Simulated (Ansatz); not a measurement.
A self-consistent single point of LuTl3 (P4mm, 4 atoms in the cell) with Ansatz (an electronic-structure program).

Level of theory: PBEsol, default PAW files made with PBE (plane waves; Ansatz).

The change in words: lattice scaled by 0.98; kpoints.mp_grid.grid: 7 7 7 → 8 8 8. Reference geometry:
```
LuTl3
1.0
    4.70204     0.00000     0.00000
    0.00000     4.70204     0.00000
    0.00000     0.00000     4.70204
Lu Tl
1 3
Cartesian
  0.00000   0.00000   0.05000
  0.00000   2.35102   2.35102
  2.35102   0.00000   2.35102
  2.35102   2.35102   0.00000
```

Reference input (self-consistent single point, DFT, PBEsol, plane waves, default PAW files made with PBE): basis.ecutwfc = 30.9 Ry; kpoints.mp_grid.grid = 7 7 7; hamiltonian.xc = pbesol; hamiltonian.pseudopotentials = {kind: paw} (the program's default PAW files); scf.occupations.method = fermi_dirac; scf.occupations.width = 0.0073 Ry. This run's input differs from it in these lines:

Ansatz 0.2 input:
```diff
@@ -2,5 +2,5 @@
   lattice:
-    - [4.70204400, 0.00000000, 0.00000000]
-    - [0.00000000, 4.70204400, 0.00000000]
-    - [0.00000000, 0.00000000, 4.70204400]
+    - [4.60800300, 0.00000000, 0.00000000]
+    - [0.00000000, 4.60800300, 0.00000000]
+    - [0.00000000, 0.00000000, 4.60800300]
   atoms:
@@ -13,3 +13,3 @@
 kpoints:
-  mp_grid: { grid: [7, 7, 7] }
+  mp_grid: { grid: [8, 8, 8] }
 hamiltonian:
```

Output, abridged:

```
SCF iter   1: F=—  HF=-48499.324901 eV  |F-HF|=—  |Δ(HF+E_count)|=         —  Δρ=3.67e-3  dr2=4.31e-2  ethr=1.77e-3  ⟨swp⟩=7.3  Hψ=12957  notcnv=0  defer=5
all-band conjugate gradients solve this SCF's bands
preconditioner: auto → Kerker (q_TF=auto, 2.542 Å⁻¹)
SCF iter   2: F=—  HF=-48499.313891 eV  |F-HF|=—  |Δ(HF+E_count)|=   1.10e-2  Δρ=2.40e-3  dr2=2.07e-2  ethr=6.74e-5  ⟨swp⟩=2.0  Hψ=5832  notcnv=0  defer=2
   [... lines left out ...]
SCF iter   5: F=—  HF=-48499.307878 eV  |F-HF|=—  |Δ(HF+E_count)|=   3.23e-4  Δρ=1.45e-4  dr2=2.43e-5  ethr=3.96e-7  ⟨swp⟩=3.0  Hψ=6787  notcnv=0  defer=3
SCF iter   6: F=—  HF=-48499.307869 eV  |F-HF|=—  |Δ(HF+E_count)|=   8.71e-6  Δρ=5.51e-5  dr2=3.08e-6  ethr=3.80e-8  ⟨swp⟩=2.1  Hψ=5288  notcnv=0  defer=2
SCF iter   7: F=—  HF=-48499.307868 eV  |F-HF|=—  |Δ(HF+E_count)|=   1.22e-6  Δρ=1.69e-5  dr2=3.73e-7  ethr=4.81e-9  ⟨swp⟩=2.1  Hψ=5625  notcnv=0  defer=2
SCF iter   8: F=-48499.307868 eV  HF=-48499.307868 eV  |F-HF|=9.54e-9  |Δ(HF+E_count)|=   5.33e-8  Δρ=4.85e-6  dr2=3.13e-8  ethr=1.56e-10  ⟨swp⟩=8.7  Hψ=17839  notcnv=0
SCF 1 converged in 8 iterations: F = -48499.307868 eV  dr2 = 3.13e-8
Free energy (F): -48499.307868 eV
Internal energy: -48499.259888 eV  (E = F + TS)
E sigma→0 (E₀):  -48499.283878 eV
Entropy (-TS):   -0.047980 eV (-11.995 meV/atom)
Fermi energy:    13.745094 eV
--- Forces (eV/Å), atoms counted from 1 ---
  atom   1  Lu     0.00000000     0.00000000    -0.17786280
  atom   2  Tl     0.00000000     0.00000000     0.10526074
  atom   3  Tl     0.00000000     0.00000000     0.10526074
  atom   4  Tl     0.00000000     0.00000000    -0.03265902
--- Stress (GPa, compression-positive) ---
        1.491571       0.000000      -0.000000
        0.000000       1.491571       0.000000
       -0.000000       0.000000       1.491908
  P = ⅓ Tr σ = 1.4917 GPa (14.917 kbar)
  The stress holds the Pulay correction. Without it, at fixed plane waves, as pw.x and ABINIT print it: P = 1.4348 GPa
```

The run converged in 8 iterations. Against the reference run the free energy goes down by 2.9 meV/atom, the pressure goes from -1.83 to 1.49 GPa and the largest force goes from 0.144 to 0.178 eV/Å.

The starting cell comes from a database of computed structures (which also holds hypothetical and non-ambient phases and stackings), without a prior relaxation at this level. Its lattice was rescaled by up to half a per cent. One atom was moved a little off its site on purpose. For this run, on top of that: lattice scaled by 0.98. Ansatz's pressure includes its estimate of the finite-basis (Pulay) stress.

Cost on one core of a shared machine: roughly 30 s.
